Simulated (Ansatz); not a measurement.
Start from SiO$_{2}$ (space group P3_221, No. 154; a = 4.949 Å, c = 5.441 Å). Axes: x lies along a and z along c of the hexagonal cell.

Level of theory: PBEsol (Ansatz, a quantum-chemistry and plane-wave program; PAW; 420 eV plane waves; spin-orbit coupling left out).

Modification: an isotropic linear strain of +2.25 %; the atoms relax in the strained cell.

Question: Predict the stress tensor and what it implies for the stiffness.

Answer: Stress of the strained cell less that of the base (GPa, compression positive):
```
  -1.57    0.00    0.00
   0.00   -1.57    0.00
   0.00    0.00   -1.95
```

Then B = −ΔP/(ΔV/V₀) with ΔV/V₀ = 0.0690 gives secant stiffness values (nonlinear terms included at this strain): B (at held cell shape, above the free-shape value) ≈ 25 GPa.

As a check, the harmonic strain energy −½ V₀ Δσ:ε is 4.6 meV/atom; the computed energy rise is 5.1 meV/atom.

Whether these cells are dynamically stable was not tested.
